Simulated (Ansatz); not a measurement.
Consider the following.

A slab with vacuum along the third vector:

```
CELL_PARAMETERS angstrom
      3.19902     0.00000     0.00000
     -1.59951     2.77043     0.00000
      0.00000     0.00000    26.50000
ATOMIC_POSITIONS crystal
  Mg 0.66667 0.33333 0.30193
  Mg 0.33333 0.66667 0.40111
  Mg 0.66667 0.33333 0.50000
  Mg 0.33333 0.66667 0.59889
  Mg 0.66667 0.33333 0.69807
```

Set-up: 5 atoms, 10.4 Å thick at the start (thin: gaps and levels are the slab's own); mesh 13x13x1; 0.1 eV smearing; dipole correction on; single point; on the structure that PBE left under its start's symmetry; no spin, no spin-orbit, no U.

Question: What work function of the top face does Ansatz (a quantum-chemistry and plane-wave program) with r2SCAN, at the PBE geometry give?

Answer: 3.81 eV

Question: Estimate the surface energy (mean of both faces) that r2SCAN, at the PBE geometry returns for this input.

Answer: 0.60 J/m²
